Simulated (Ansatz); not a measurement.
**B20 (FeSi-type) CoSi**

Computed with PBE-D3(BJ) (plane waves, PAW; Ansatz, a quantum-chemistry and plane-wave program).

Settings: plane-wave cutoff 520 eV, 12×12×12 k mesh, Fermi–Dirac smearing 0.05 eV, no spin polarisation, scalar-relativistic PAW data made under PBE.

Cell (relaxed at this level):

```cif
data_Co4Si4
_chemical_formula_sum 'Co4 Si4'
_space_group_name_H-M_alt 'P213'
_space_group_IT_number 198
_space_group_name_Hall 'P 2ac 2ab 3'
_cell_length_a 4.38119
_cell_length_b 4.38119
_cell_length_c 4.38119
_cell_angle_alpha 90.000
_cell_angle_beta 90.000
_cell_angle_gamma 90.000
loop_
_atom_site_label
_atom_site_type_symbol
_atom_site_symmetry_multiplicity
_atom_site_Wyckoff_symbol
_atom_site_fract_x
_atom_site_fract_y
_atom_site_fract_z
_atom_site_occupancy
Co1 Co 4 a 0.14609 0.14609 0.14609 1
Si1 Si 4 a 0.84363 0.84363 0.84363 1
```

| Item | Value |
|---|---|
| bulk modulus | 241 GPa |
| band gap | none |
| pressure derivative B′ of the bulk modulus | 4.7 |

Measured, for comparison: bulk modulus 207 GPa (temperature not stated, not corrected to a static lattice; as tabulated in Electronic Structure of B20 (FeSi-Type) Transition-Metal Monosilicides …). Computed (rounded) less measured: bulk modulus +16 %.

Note: the bulk modulus comes from volumes at which shape and atoms were relaxed.

Static lattice: no zero-point or thermal effects.
